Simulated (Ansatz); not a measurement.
A computed series for MoS2: response to strain

The parent structure is MoS$_{2}$ (space group P6_3/mmc, No. 194; a = 3.109 Å, c = 11.709 Å; layered, stacked along the Cartesian z axis). Axes: x lies along a and z along c of the hexagonal cell.

Strains are applied to the cell and any free atomic positions relax; under biaxial strain the out-of-plane vector relaxes too.

Method: PBEsol-D3(BJ) in Ansatz (plane waves to 420 eV, PAW, spin-orbit coupling left out).

Candidates:
(a) biaxial strain −3.00 %, plane normal [001], relaxed out of plane
(b) biaxial strain −1.20 %, plane normal [001], relaxed out of plane
(c) biaxial strain −1.80 %, plane normal [001], relaxed out of plane
(d) biaxial strain −0.60 %, plane normal [001], relaxed out of plane
(e) biaxial strain −2.40 %, plane normal [001], relaxed out of plane

Question: Order them by out-of-plane strain, highest first.

Answer: (a) biaxial strain −3.00 %, plane normal [001], relaxed out of plane (+1.07 %), (e) biaxial strain −2.40 %, plane normal [001], relaxed out of plane (+0.84 %), (c) biaxial strain −1.80 %, plane normal [001], relaxed out of plane (+0.62 %), (b) biaxial strain −1.20 %, plane normal [001], relaxed out of plane (+0.41 %), (d) biaxial strain −0.60 %, plane normal [001], relaxed out of plane (+0.20 %)

Stability against distortions was not tested.

Ansatz is a quantum-chemistry and plane-wave program.
